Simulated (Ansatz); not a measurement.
# Effect of O → N on La2O3

Start from La₂O₃ (space group P-3m1, No. 164; a = 3.906 Å, c = 6.040 Å).

The change: full substitution O → N, then cell and atoms are relaxed.

Level of theory: PBEsol (Ansatz, an electronic-structure program; PAW; 420 eV plane waves; scalar-relativistic without spin-orbit coupling). Γ-centred 13×13×8 mesh, Fermi–Dirac width 0.05 eV, for the changed cell.

```json
[
 {"quantity": "volume per atom", "base": "15.96 Å³", "changed": "16.76 Å³", "shift": "+0.80 Å³"},
 {"quantity": "c/a ratio", "base": "1.546", "changed": "1.442", "shift": "-0.104"},
 {"quantity": "space group", "base": "P-3m1 (No. 164)", "changed": "P-3m1 (No. 164)", "shift": "–"},
 {"quantity": "shortest interatomic distance", "base": "2.349 Å", "changed": "2.411 Å", "shift": "+0.062 Å"},
 {"quantity": "band gap", "base": "3.77 eV", "changed": "zero", "shift": "–"},
 {"quantity": "magnetic state", "base": "not spin-polarised", "changed": "ferromagnetic", "shift": "–"},
 {"quantity": "largest site moment", "base": "0.00 μB", "changed": "1.18 μB", "shift": "+1.18 μB"}
]
```

Cost of the whole job for the changed cell (relaxation, final SCF and bands): around 16 core-minutes (rough).

The magnetic state is the one reached from the starting moments; the real material's order can differ, and small cells can't hold many antiferromagnetic ones. Stability against distortions was not tested. As relaxed here, La2N3 is a hypothetical phase, not in the database extracts checked.
